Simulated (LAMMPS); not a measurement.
MD of Au (fcc) with 75 % of Au sites Ni at zero pressure over temperature, 4000 atoms; each row names its start.

Level of theory: classical MD, pair style eam, the elements' _u3.eam files (universal-3 set of Foiles, Baskes and Daw), run in LAMMPS.

```csv
"T (K), start",state,volume,enthalpy,"first peak of g(r), Au-Ni",coordination number of Au by Ni,D(Au),D(Ni)
"300, crystal",crystal; no diffusion seen in 30 ps,12.8056 ± 0.0002 Å³/atom,-4.2126 ± 0.0001 eV/atom,"2.63 Å, height 6.0",9.0 (counted to 3.18 Å),-,-
"1140, crystal",crystal; no diffusion seen in 30 ps,13.3844 ± 0.0008 Å³/atom,-3.9754 ± 0.0003 eV/atom,"2.63 Å, height 3.5",9.3 (counted to 3.34 Å),-,-
"1550, melt",liquid,14.284 ± 0.001 Å³/atom,-3.7556 ± 0.0002 eV/atom,"2.59 Å, height 2.7",10.7 (counted to 3.66 Å),(3.17 ± 0.09) × 10^-5 cm²/s,(3.28 ± 0.06) × 10^-5 cm²/s
"1870, melt",liquid,14.705 ± 0.003 Å³/atom,-3.6433 ± 0.0005 eV/atom,"2.58 Å, height 2.5",10.5 (counted to 3.66 Å),(5.1 ± 0.1) × 10^-5 cm²/s,(5.91 ± 0.03) × 10^-5 cm²/s
"2280, melt",liquid,15.281 ± 0.002 Å³/atom,-3.5042 ± 0.0003 eV/atom,"2.57 Å, height 2.3",10.3 (counted to 3.70 Å),(9.1 ± 0.3) × 10^-5 cm²/s,(9.5 ± 0.1) × 10^-5 cm²/s
```

Caution (rows 300, crystal; 1140, crystal): the random arrangement on this lattice is imposed, and need not be a phase that exists in equilibrium.

Caution (rows 1140, crystal; 1550, melt; 1870, melt; 2280, melt): a run this short can hold a crystal over, or a liquid under, the potential's own melting point, which these runs don't give.

States go by the mean squared displacement: a species diffuses where it passes 1.5 Å², still rises and gives D over 1e-6 cm²/s; a crystal has left its structure where atoms lie 0.35 Å off their sites on average or a cubic box changes its shape by 3 %, or the axial ratios of another lie 8 % off the starting cell's, which the potential's own relaxation can also do.

Errors of D are the spread over four groups of atoms in one short run; a floor of about 5 %, a picked value, is safer.

The ± values are statistical; the model's systematic error is not in them.
